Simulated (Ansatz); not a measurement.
# CsCl-type TiCo: TO(Γ) frequency by level of theory

No measured value is used here.

| level (code) | value (cm⁻¹) | cell (Å³/atom) |
|---|---|---|
| LDA (Ansatz) | 228 | 12.21 |
| PBE (Ansatz) | (withheld) | 13.12 |
| PBEsol (Ansatz) | 226 | 12.62 |
| r²SCAN (Ansatz) | 228 | 12.85 |

### Question
Complete the blanks.

### Answer

- PBE (Ansatz, an electronic-structure program), value (cm⁻¹): 215

The crystal itself was run without spin with LDA, PBE, PBEsol, r²SCAN; a magnetic state was not tried in these runs. Each level is taken at its own relaxed cell. Cutoffs differ between the levels. Ansatz's density-functional and Hartree–Fock values are scalar-relativistic unless marked +SOC, with PAW data made under PBE.
